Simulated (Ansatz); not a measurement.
CaTiO3 (Imma, No. 74, 10 atoms in the cell; start mp-556003; a measured phase of this formula has another space group) was calculated with LDA (Ansatz, a program for electronic structure, plane waves, PAW).

Numerical settings: plane-wave cutoff 520 eV, 10×10×10 k mesh, Fermi–Dirac smearing 0.01 eV, no spin polarisation, scalar-relativistic PAW data made under PBE.

Cell (relaxed at this level):

```cif
data_Ca4O12Ti4
_chemical_formula_sum 'Ca4 Ti4 O12'
_space_group_name_H-M_alt 'Imma'
_space_group_IT_number 74
_space_group_name_Hall '-I 2b 2'
_cell_length_a 5.34559
_cell_length_b 7.49042
_cell_length_c 5.36290
_cell_angle_alpha 90.000
_cell_angle_beta 90.000
_cell_angle_gamma 90.000
loop_
_atom_site_label
_atom_site_type_symbol
_atom_site_symmetry_multiplicity
_atom_site_Wyckoff_symbol
_atom_site_fract_x
_atom_site_fract_y
_atom_site_fract_z
_atom_site_occupancy
Ca1 Ca 4 e 0.00000 0.25000 0.01348 1
Ti1 Ti 4 b 0.00000 0.00000 0.50000 1
O1 O 8 g 0.25000 0.04857 0.25000 1
O2 O 4 e 0.00000 0.25000 0.58869 1
```
(The calculation used a cell of 10 atoms; values per cell refer to that cell.)

Task: Estimate the band gap and smallest direct gap on the k points sampled that the calculation returns.

Result: 
- band gap = 2.28 eV (indirect)
- smallest direct gap on the k points sampled = 2.33 eV

It cost about 110 core-seconds (a rough figure) of CPU time.

A start named mp-… is a Materials Project structure, which need not be a measured phase.
